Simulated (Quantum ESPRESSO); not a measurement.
Troubleshooting Quantum ESPRESSO: a failed run on LaS (Pm-3m, 2 atoms in the cell). The aim is a self-consistent single point with DFT, LDA (PZ), plane waves, GBRV 1.5 ultrasoft (LDA) pseudopotentials.

Cell that was meant: a = 3.5755 Å, b = 3.5755 Å, c = 3.5755 Å, α = 90.00°, β = 90.00°, γ = 90.00°.

Part of the input:

```fortran
  calculation = 'scf',
  prefix = 'las',
  outdir = './work',
  pseudo_dir = './pp',
  verbosity = 'high',
  tprnfor = .true.,
  tstress = .true.,
```

Output (repeated stretches shortened):

```
 %%%%%%%%%%%%%%%%%%%%%%%%%%%%%%%%%%%%%%%%%%%%%%%%%%%%%%%%%%%%%%%%%%%%%%%%%%%%%%
     Error in routine readpp (1):
     file ./pp/la_lda_v1.uspp.F.UPF not found
 %%%%%%%%%%%%%%%%%%%%%%%%%%%%%%%%%%%%%%%%%%%%%%%%%%%%%%%%%%%%%%%%%%%%%%%%%%%%%%

     stopping ...
```

### Question
From the messages shown, name the fault and mend the input.

### Answer
The fault is a wrong folder for the potentials. The files are not in the folder that the input names. To fix it, correct the folder. The program stopped before any SCF iteration.

An input that runs soundly differs in these lines (not the only fix; some lines may just follow from the change or write a value another way):
```diff
-  pseudo_dir = './pp',
+  pseudo_dir = './',
```

With that input, the run converged in 11 iterations: free energy E − TS -1722.3921 eV; Fermi level (on the code's own zero) 12.93 eV; pressure -5.50 GPa (DFT, LDA (PZ), plane waves, GBRV 1.5 ultrasoft (LDA) pseudopotentials).

On the sound input: the starting cell comes from a database of computed structures (which also holds hypothetical and non-ambient phases and stackings), without a prior relaxation at this level. With a pressure of about -5 GPa the cell is away from its equilibrium volume at this level.
